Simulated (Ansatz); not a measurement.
Here is the system:

```xyz
2
Lattice="3.9669 0.0000 0.0000 0.0000 3.9669 0.0000 1.9834 -1.9834 2.8574" Properties=species:S:1:pos:R:3 pbc="T T T"
Ga     0.0000     0.0000     0.0000
As     3.9669     1.9834     1.4287
```

No spin polarisation.

Level of theory: Ansatz (an electronic-structure program), r2SCAN, PAW, cutoff 500 eV, spin-orbit coupling left out. k-mesh 10×10×10 (Γ-centred); smearing 0.05 eV (Fermi–Dirac).

**Question.** Predict the electron mass, in-plane stress and band gap.

**Answer.** 
- Electron mass: 0.057 mₑ out of plane, 0.054 mₑ in plane (at Γ)
- Mean in-plane stress (compression positive): +1.3 GPa
- Band gap: 1.01 eV

The cells carry an imposed strain or load. Effective masses come from finite differences of ±0.01 Å⁻¹. Whether these cells are dynamically stable was not tested. The cell was made from GaAs in the zinc blende structure (space group F-43m, No. 216) by this change: biaxial strain −1.00 %, plane normal [001], relaxed out of plane.
